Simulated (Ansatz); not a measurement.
# PBE against r2SCAN: SiC, isotropic strain −4.37 %

Take SiC in the zinc blende structure (space group F-43m, No. 216; a = 4.380 Å) as the base.

(Cell as relaxed with PBE.)

Levels (all Ansatz, a first-principles code, PAW): PBE (420 eV, no spin-orbit coupling); r2SCAN (500 eV, without spin-orbit coupling).

Each level relaxes its own structure.

```json
[
 {"base": "volume per atom", "PBE": "10.50 Å³", "r2SCAN": "10.33 Å³"},
 {"base": "lattice parameter a", "PBE": "4.380 Å", "r2SCAN": "4.356 Å"},
 {"base": "band gap", "PBE": "1.37 eV", "r2SCAN": "1.71 eV"}
]
```

Now apply this change: an isotropic linear strain of −4.37 %, atoms relaxed at fixed cell.

```tsv
quantity	PBE	r2SCAN
shift of the gap caused by the change	-0.13 eV	-0.10 eV
electron mass	0.69 mₑ along k, 0.22 mₑ across (at X)	0.61 mₑ along k, 0.22 mₑ across (at X)
pressure	36.95 GPa	39.36 GPa
gap character	indirect, Γ → X	indirect, Γ → X
energy relative to the base (free energy F)	+136 meV/atom	+143 meV/atom
```

PBE's shift of the gap caused by the change lies 0.03 eV below r2SCAN's; PBE's pressure lies 2.41 GPa below r2SCAN's; PBE's energy relative to the base lies 6.7 meV/atom below r2SCAN's; the two agree on the gap character. Neither level is exact; r2SCAN is the comparison here, not a measurement.

Effective masses come from finite differences of ±0.01 Å⁻¹. Along k means along the line from Γ to the band edge. Semilocal Kohn–Sham gaps tend to fall short of experiment. No phonon test of stability was made.
